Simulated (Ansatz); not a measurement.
The reference is WSi₂ (space group I4/mmm, No. 139; a = 3.1853 Å, c = 7.7731 Å; relaxed with 0.1 eV smearing). Axes: x, y, z lie along a, b, c of the conventional cell.

The values are results of LDA, PAW, 420 eV (Ansatz, a program for electronic structure; no spin-orbit coupling), not measurements.

Modification: the cell is compressed by 2.50 % along x with no lateral relaxation; the atoms relax in the strained cell.

**Question.** Predict the stress tensor and what it implies for the stiffness.

**Answer.** Stress of the strained cell less that of the base (GPa, compression positive):
```
   12.1     0.0     0.0
    0.0     3.6     0.0
    0.0     0.0     2.9
```

Then −Δσ_ii/ε with ε = -0.0250 gives secant stiffness values (nonlinear terms included at this strain): C11 ≈ 483 GPa, C12 ≈ 145 GPa and C13 ≈ 115 GPa.

As a check, the harmonic strain energy −½ V₀ Δσ:ε is 12 meV/atom; the computed energy rise is 12 meV/atom.

Stability against distortions was not tested. All final runs are without spin polarisation.
